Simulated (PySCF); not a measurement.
PySCF 2.14.0, PBE0/def2-svp, df: Si(GeH3)2(Me)2 (C[Si](C)([GeH3])[GeH3]), 17 atoms. The geometry is a generated start, not checked to be a minimum at this level.

```json
{
 "task": "energy",
 "method": "pbe0",
 "basis": "def2-svp",
 "two_electron_scheme": "density fitting",
 "mol.max_memory": "3000 MB",
 "mf.max_cycle": "100",
 "mf.conv_tol": "1e-09 (default)",
 "mf.grids.level": "3 (default)",
 "basis_functions": "170",
 "grid_points": "206392"
}
```

```xyz
17

C     -0.1402    -1.0904     1.6817
Si    -0.0044    -0.1533     0.0267
C     -0.0073    -1.3970    -1.4189
Ge    -1.8776     1.2681    -0.2063
Ge     2.0229     1.0644    -0.0264
H     -1.0620    -1.6624     1.7380
H     -0.1320    -0.3949     2.5169
H      0.6909    -1.7796     1.8192
H      0.3338    -0.9206    -2.3332
H     -1.0020    -1.7898    -1.6008
H      0.6502    -2.2366    -1.2225
H     -3.1976     0.5830     0.0086
H     -1.9472     2.4399     0.7273
H     -2.0442     1.8950    -1.5593
H      2.6298     1.3904     1.3070
H      3.1448     0.3826    -0.7538
H      1.9421     2.4013    -0.7042
```

With the defaults (mf.diis = true, mf.init_guess = minao, mf.DIIS = CDIIS, mf.diis_space = 8, newton = off, mf.level_shift = 0, mf.damp = 0, mf.diis_start_cycle = 1) it converges in 11 Fock builds. One run each on 2 threads, 1 BLAS thread, with these changes:
- newton = Hessian by the SCF's own integrals
- mf.diis = false
- mf.DIIS = ADIIS
- mf.level_shift = 1 Hartree
- mf.diis_space = 20
- mf.init_guess = huckel
- mf.damp = 0.7, mf.diis_start_cycle = 8
- mf.DIIS = EDIIS
- mf.level_shift = 0.1 Hartree

Q: Name the settings that don't reach the solution of the defaults.

A: No convergence: mf.diis = false (the run ends without SCF convergence in 100 cycles). The rest reach the solution of the defaults.

| setting | Fock builds | end |
|---|---|---|
| the defaults | 11 | same solution |
| mf.diis_space = 20 | 11 | same solution |
| mf.level_shift = 0.1 Hartree | 11 | same solution |
| mf.init_guess = huckel | 13 | same solution |
| mf.DIIS = ADIIS | 13 | same solution |
| mf.damp = 0.7, mf.diis_start_cycle = 8 | 15 | same solution |
| newton = Hessian by the SCF's own integrals | 22 | same solution |
| mf.level_shift = 1 Hartree | 28 | same solution |
| mf.DIIS = EDIIS | 67 | same solution |
| mf.diis = false | 101 | no convergence |

Under newton the count holds the products with the orbital Hessian.
